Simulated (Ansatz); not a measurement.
Abridged Ansatz (a quantum-chemistry and plane-wave program) output:

```
Relaxation: its limit of steps is 50 (relax.max_steps)
Pseudopotential: Ta, paw, valence charge 13
Crystal: 1 atoms, lattice volume = 17.660 Å³
Basis set: ecut = 420 eV, 345 PW (Γ), exchange–correlation on 40×40×40 points (8 copies of the dense FFT grid, shifted against one another)
Bands: 11, of which v1, the nominal top of the filled ones, is band 7 counted from 1 (6 counted from 0)
Symmetry: 8 space group operations
k-points: 1166 of 8000
Functional: x = pbesol(κ = 0.804, μ = 0.12345679012345678), c = pbesol(β = 0.046)
SCF iter   1: F=—  HF=-9806.490228 eV  |F-HF|=—  |Δ(HF+E_count)|=         —  Δρ=3.17e-3  dr2=8.90e-4  ethr=1.77e-3  ⟨swp⟩=5.9  Hψ=74267  notcnv=0
SCF iter   2: F=—  HF=-9806.489787 eV  |F-HF|=—  |Δ(HF+E_count)|=   4.40e-4  Δρ=1.33e-3  dr2=1.04e-4  ethr=6.84e-6  ⟨swp⟩=2.3  Hψ=26692  notcnv=0
SCF 1 converged in 6 iterations: F = -9806.489811 eV  dr2 = 4.78e-11
relax step   1: F+E_penalty+E_count = -9806.48981144 eV  Δ(F+E_penalty+E_count) = +0.000e0 eV  max|allowed force component| = 0.000e0 eV/Å  Δτ_max = 0.0000 Å  (6 SCF iters, accepted)
SCF converged after 6 iterations
Free energy (F): -9806.489811 eV
Internal energy: -9806.478654 eV  (E = F + TS)
E sigma→0 (E₀):  -9806.484233 eV
Entropy (-TS):   -0.011157 eV (-11.157 meV/atom)
Fermi energy:    18.882118 eV
--- Forces (eV/Å), atoms counted from 1 ---
  atom   1  Ta     0.00000000     0.00000000     0.00000000
--- Stress (GPa, compression-positive) ---
        0.734926      -0.000000       0.000000
       -0.000000       0.127680       4.383334
        0.000000       4.383334       0.127680
  P = ⅓ Tr σ = 0.3301 GPa (3.301 kbar)
--- Relaxed structure (1 steps of the walk, 1 accepted, 0 SCFs on fresh bases) ---
  atoms:
    - { symbol: Ta, position: [0.0, 0.0, 0.0] }
```

### Question
What was computed, and what are the main results?

### Answer
Ta, 1 atom in the cell, with PBEsol (Ansatz), no spin-orbit coupling. The last SCF converged to F = -9806.489811 eV, or -9806.4898 eV per atom, at a pressure of 0.33 GPa. The total energy compares only with runs of the same code, potentials and settings.

Without a gap, meshes like the base's 20×20×20 leave anisotropic stresses uncertain by several tenths of a GPa, and small strain energies with them. The cells carry an imposed strain or load. Whether these cells are dynamically stable was not tested. The final runs are not spin-polarised. The cell was made from Ta in the bcc (W type) structure (space group Im-3m, No. 229) by this change: tensor shear ε_yz = −2.94 %.

Keys are those of Ansatz 0.2.
